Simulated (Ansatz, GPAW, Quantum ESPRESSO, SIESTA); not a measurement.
**ScCu3 (I4/mmm, 4 atoms in the cell) computed with different codes at matched settings**

Self-consistent single point.

```xyz
4
Lattice="-1.9044 1.9044 3.6192 1.9044 -1.9044 3.6192 1.9044 1.9044 -3.6192" Properties=species:S:1:pos:R:3 pbc="T T T"
Sc     0.0000     0.0000     0.0000
Cu     0.0000     1.9044     1.8096
Cu     1.9044     0.0000     1.8096
Cu     0.0000     0.0000     3.6192
```

Shared settings, as Ansatz (a program for electronic structure) writes them: kpoints.mp_grid.grid = 4 4 4; scf.occupations.method = fermi_dirac; scf.occupations.width = 0.136 eV. Potentials and cutoffs stand in the table.

```json
[
 {"code": "Ansatz", "model": "PBEsol, PAW files made with PBE", "pressure (GPa)": "4.84", "cutoff": "420 eV"},
 {"code": "Quantum ESPRESSO", "model": "PBEsol, PSlibrary PAW (PBE) pseudopotentials", "pressure (GPa)": "4.17", "cutoff": "55 Ry"},
 {"code": "GPAW", "model": "PBEsol, GPAW PAW datasets PBEsol (made by gpaw-setup)", "pressure (GPa)": "5.65", "cutoff": "850 eV"},
 {"code": "SIESTA", "model": "GGA PBEsol, numerical atomic orbitals DZP, PseudoDojo PBEsol standard norm-conserving potentials (rewritten from UPF to PSML)", "pressure (GPa)": "2.38", "cutoff": "grid 400 Ry"}
]
```

On Ansatz's run: spin polarisation is off.

The spread over the programs that give each value: pressure within 3.27 GPa.

SIESTA uses small atom-centred bases, whose incompleteness enters pressures, forces and empty levels differently from a plane-wave cutoff. Ansatz's pressure is given at a fixed set of plane waves, as the other plane-wave codes print theirs; with its correction for the finite basis it is 4.91 GPa. In the pressure, SIESTA (by 2.46) lies more than 1 GPa from the median of the plane-wave programs.

On the base mesh (10 10 10) the same programs gave: Ansatz pressure 4.97 GPa; Quantum ESPRESSO pressure 4.29 GPa; GPAW pressure 5.79 GPa; SIESTA pressure 2.49 GPa.

The starting cell comes from a database of computed structures (which also holds hypothetical and non-ambient phases and stackings), without a prior relaxation at this level. Its lattice was rescaled by a random factor within 2.5 % of one.

Left out of this page: Elk and FLEUR (not drawn, or without a comparable value).

Keys are those of Ansatz 0.2.
